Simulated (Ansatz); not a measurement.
**A computed series for hypothetical CsCl type MoP: pressure series**

The reference is MoP in the CsCl type structure (space group Pm-3m, No. 221; a = 3.003 Å; a hypothetical phase, not in the database extracts checked).

Cell and atoms are relaxed at each pressure.

All numbers come from PBE (Ansatz, a quantum-chemistry and plane-wave program; PAW; 420 eV plane waves; without spin-orbit coupling).

Notes on the quantities. enthalpy: H = E + PV relative to the base's energy.

```csv
case,density,enthalpy,shortest interatomic distance
base,7.78 g/cm³,–,2.601 Å
pressure −2 GPa,7.71 g/cm³,-0.17 eV/atom,2.609 Å
pressure −1 GPa,7.75 g/cm³,-0.08 eV/atom,2.605 Å
pressure 0.3 GPa,7.79 g/cm³,+0.03 eV/atom,2.600 Å
pressure 0.7 GPa,7.80 g/cm³,+0.06 eV/atom,2.598 Å
pressure 1.5 GPa,7.83 g/cm³,+0.13 eV/atom,2.595 Å
pressure 3 GPa,7.88 g/cm³,+0.25 eV/atom,2.590 Å
pressure 5 GPa,7.94 g/cm³,+0.42 eV/atom,2.583 Å
pressure 7.5 GPa,8.02 g/cm³,+0.62 eV/atom,2.575 Å
pressure 10 GPa,8.09 g/cm³,+0.83 eV/atom,2.567 Å
```

Load acts through the strain it causes; cell and atoms are relaxed under it. Stability against distortions was not tested. Competing high-pressure phases were not computed. The final runs are not spin-polarised. An odd electron count without spin: MoP. MoP has a high density of states at the Fermi level and may be magnetic at this level.
